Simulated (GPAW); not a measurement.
Input and output of a self-consistent single point for GaCuSe2 (I-42d, 8 atoms in the cell) (GPAW)

Method: PBE, GPAW PAW datasets PBE (gpaw-data 1.0.1) (plane waves; GPAW 25.7.0).

This input was run:

```python
from ase import Atoms
from ase.units import GPa
from gpaw import GPAW, PW

atoms = Atoms(['Ga', 'Ga', 'Cu', 'Cu', 'Se', 'Se', 'Se', 'Se'],
              cell=[[-2.822380, 2.822380, 5.596834],
                    [2.822380, -2.822380, 5.596834],
                    [2.822380, 2.822380, -5.596834]],
              scaled_positions=[[0.250000, 0.750000, 0.500000],
                                [0.500000, 0.500000, 0.000000],
                                [0.750000, 0.250000, 0.500000],
                                [0.000000, 0.000000, 0.000000],
                                [0.121220, 0.125000, 0.496220],
                                [0.875000, 0.371220, 0.996220],
                                [0.628780, 0.625000, 0.503780],
                                [0.375000, 0.878780, 0.003780]],
              pbc=True)

calc = GPAW(mode=PW(800),
            xc='PBE',
            kpts=(3, 3, 3),
            occupations={'name': 'methfessel-paxton', 'width': 0.1, 'order': 0},
            nbands=-4,
            convergence={'forces': 0.001, 'bands': -2},
            symmetry={'symmorphic': False, 'tolerance': 0.0005},
            maxiter=120,
            txt='-')

atoms.calc = calc

energy = atoms.get_potential_energy()
print('Energy (eV):', round(energy, 6))
forces = atoms.get_forces()
print('Forces (eV/Ang):')
print(forces.round(5))
stress = atoms.get_stress()
print('Stress (GPa, Voigt):', (stress / GPa).round(4))
```

Output (repeated stretches shortened):

```
Input parameters:
  convergence: {bands: -2,
                forces: 0.001}
  kpts: [3 3 3]
  maxiter: 120
  mode: {ecut: 800.0,
         name: pw}
  nbands: -4
  occupations: {name: methfessel-paxton,
                order: 0,
                width: 0.1}
  symmetry: {symmorphic: False,
             tolerance: 0.0005}
  xc: PBE

species:
  Ga:
    name: Gallium
    Z: 31.0
    valence: 3
    core: 28
    charge: 0.0
    file: Ga.PBE.gz

    # Using partial waves for Ga as LCAO basis

  Cu:
    name: Copper
    Z: 29.0
    valence: 11
    core: 18
    charge: 0.0
    file: Cu.PBE.gz

    # Using partial waves for Cu as LCAO basis

  Se:
    name: Selenium
    Z: 34.0
    valence: 6
    core: 28
    charge: 0.0
    file: Se.PBE.gz

    # Using partial waves for Se as LCAO basis

Reference energy: -460226.375262  # eV

Spin-paired calculation

Convergence criteria:
 Maximum [total energy] change in last 3 cyles: 0.0005 eV / valence electron
 Maximum integral of absolute [dens]ity change: 0.0001 electrons / valence electron
 Maximum integral of absolute [eigenst]ate change: 4e-08 eV^2 / valence electron
 Maximum change in the atomic [forces] across last 2 cycles: 0.001 eV/Ang OR
Maximum error relative to the maximum force is below inf
 Maximum number of scf [iter]ations: 120

Symmetries present (total): 8
Symmetries with fractional translations: 4
27 k-points: 3 x 3 x 3 Monkhorst-Pack grid
6 k-points in the irreducible part of the Brillouin zone
       k-points in crystal coordinates                weights
   0:     0.00000000    0.00000000    0.00000000          1/27
   1:     0.33333333   -0.33333333    0.00000000          4/27
   2:     0.33333333   -0.33333333    0.33333333          4/27
   3:     0.33333333    0.00000000    0.00000000          8/27
   4:     0.33333333    0.33333333   -0.33333333          2/27
   5:     0.33333333    0.33333333    0.33333333          8/27

Wave functions: Plane wave expansion
  Cutoff energy: 800.000 eV
  Number of coefficients (min, max): 9130, 9181
  Pulay-stress correction: 0.000000 eV/Ang^3 (de/decut=0.000000)

Occupation numbers: Methfessel-Paxton:
  width: 0.1000  # eV
  order: 0

Eigensolver

Densities:
  Coarse grid: 48*48*48 grid
  Fine grid: 96*96*96 grid
  Total Charge: 0.000000

Density mixing:
  Method: separate
  Backend: pulay
  Linear mixing parameter: 0.05
  old densities: 5
  Damping of long wavelength oscillations: 50

Hamiltonian:
  XC and Coulomb potentials evaluated on a 96*96*96 grid
  External potential:
    NoExternalPotential

XC parameters: PBE with 2 nearest neighbor stencil

Number of atoms: 8
Number of atomic orbitals: 42
Number of bands in calculation: 30
Number of valence electrons: 52
Bands to converge: 28

Density initialized from atomic densities
  30 bands from LCAO basis set

Atomic positions and initial magnetic moments

Positions:
   0 Ga     2.822380    0.000000    2.798417    ( 0.0000,  0.0000,  0.0000)
   1 Ga     0.000000    0.000000    5.596834    ( 0.0000,  0.0000,  0.0000)
   2 Cu    -0.000000    2.822380    2.798417    ( 0.0000,  0.0000,  0.0000)
   3 Cu     0.000000    0.000000    0.000000    ( 0.0000,  0.0000,  0.0000)
   4 Se     1.411190    1.389853   -1.399209    ( 0.0000,  0.0000,  0.0000)
   5 Se     1.389853    4.233570    1.399208    ( 0.0000,  0.0000,  0.0000)
   6 Se     1.411190    1.432527    4.197626    ( 0.0000,  0.0000,  0.0000)
   7 Se     1.432527   -1.411190    6.996042    ( 0.0000,  0.0000,  0.0000)

Unit cell:
           periodic     x           y           z      points  spacing
  1. axis:    yes   -2.822380    2.822380    5.596834    48     0.1050
  2. axis:    yes    2.822380   -2.822380    5.596834    48     0.1050
  3. axis:    yes    2.822380    2.822380   -5.596834    48     0.0832

  Lengths:   6.874315   6.874315   6.874315
  Angles:  131.518846 131.518846  70.990028

Effective grid spacing dv^(1/3) = 0.1173

     iter     time        total  log10-change:
                         energy   eigst   dens  force
iter:   1 --:--:--   -32.328792   +0.44
iter:   2 --:--:--   -31.842793   -1.23  -1.18
iter:   3 --:--:--   -31.155237   -0.76  -1.20
iter:   4 --:--:--   -31.153015   -1.30  -1.30
iter:   5 --:--:--   -31.054036   -1.33  -1.44
iter:   6 --:--:--   -31.800759   -0.90  -1.71
iter:   7 --:--:--   -31.069642   -0.67  -1.68
iter:   8 --:--:--   -31.014550   -2.54  -2.29
iter:   9 --:--:--   -31.053783   -1.83  -2.48
iter:  10 --:--:--   -31.041363   -3.12  -2.34
iter:  11 --:--:--   -31.019542   -3.18  -2.35
iter:  12 --:--:--   -31.012046   -3.38  -2.47
iter:  13 --:--:--   -31.006182c  -2.47  -2.56
iter:  14 --:--:--   -31.004538c  -3.78  -2.91
iter:  15 --:--:--   -31.004517c  -4.37  -3.23
iter:  16 --:--:--   -31.004535c  -4.61  -3.29
iter:  17 --:--:--   -31.004477c  -4.87  -3.33
iter:  18 --:--:--   -31.004484c  -5.91  -3.36
iter:  19 --:--:--   -31.004536c  -4.75  -3.38
iter:  20 --:--:--   -31.004503c  -4.85  -3.51
iter:  21 --:--:--   -31.004598c  -4.50  -3.58
iter:  22 --:--:--   -31.004572c  -6.02  -3.73
iter:  23 --:--:--   -31.004500c  -5.27  -3.94
iter:  24 --:--:--   -31.004505c  -6.86  -4.41c
iter:  25 --:--:--   -31.004525c  -6.15  -4.44c
iter:  26 --:--:--   -31.004518c  -7.37  -4.36c
iter:  27 --:--:--   -31.004506c  -6.50  -4.45c
iter:  28 --:--:--   -31.004499c  -6.51  -4.75c
iter:  29 --:--:--   -31.004505c  -6.98  -4.71c
iter:  30 --:--:--   -31.004507c  -7.52c -5.31c
iter:  31 --:--:--   -31.004506c  -9.15c -5.49c -4.24c

Converged after 31 iterations.

Dipole moment: (0.837356, -0.837356, 0.000000) |e|*Ang

Energy contributions relative to reference atoms: (reference = -460226.375262)

Kinetic:        +41.712914
Potential:      -40.909199
External:        +0.000000
XC:             -31.914842
Entropy (-ST):   -0.003385
Local:           +0.108313
SIC:             +0.000000
--------------------------
Free energy:    -31.006199
Extrapolated:   -31.004506

Showing only first 2 kpts
 Kpt  Band  Eigenvalues  Occupancy
  0    24      5.01342    1.97613
  0    25      5.11447    1.59352
  0    26      5.22609    0.45423
  0    27      7.07603    0.00000

  1    24      4.45181    2.00000
  1    25      4.78187    2.00000
  1    26      6.73382    0.00000
  1    27      6.96073    0.00000

Fermi level: 5.17317

Gap: 0.112 eV
Transition (v -> c):
  (s=0, k=0, n=25, [0.00, 0.00, 0.00]) -> (s=0, k=0, n=26, [0.00, 0.00, 0.00])
No difference between direct/indirect transitions
Energy (eV): -31.004506

Forces in eV/Ang:
  0 Ga    0.00000    0.00000    0.00000
  1 Ga    0.00000    0.00000    0.00000
  2 Cu    0.00000    0.00000    0.00000
  3 Cu    0.00000    0.00000    0.00000
  4 Se    0.00000   -0.14356    0.00000
  5 Se   -0.14356    0.00000   -0.00000
  6 Se    0.00000    0.14356    0.00000
  7 Se    0.14356    0.00000    0.00000

Stress tensor:
    -0.009761    -0.000000     0.000000
    -0.000000    -0.009761    -0.000000
     0.000000    -0.000000    -0.009000
Stress (GPa, Voigt): [-1.5639 -1.5639 -1.442  -0.      0.     -0.    ]
```

The run converged in 31 iterations. GPAW prints stress with tension positive.

The starting cell comes from a database of computed structures (which also holds hypothetical and non-ambient phases and stackings), without a prior relaxation at this level. Its lattice was rescaled by a random factor within 2.5 % of one. Spin polarisation is off.

Cost on one core of a shared machine: roughly 2 min.
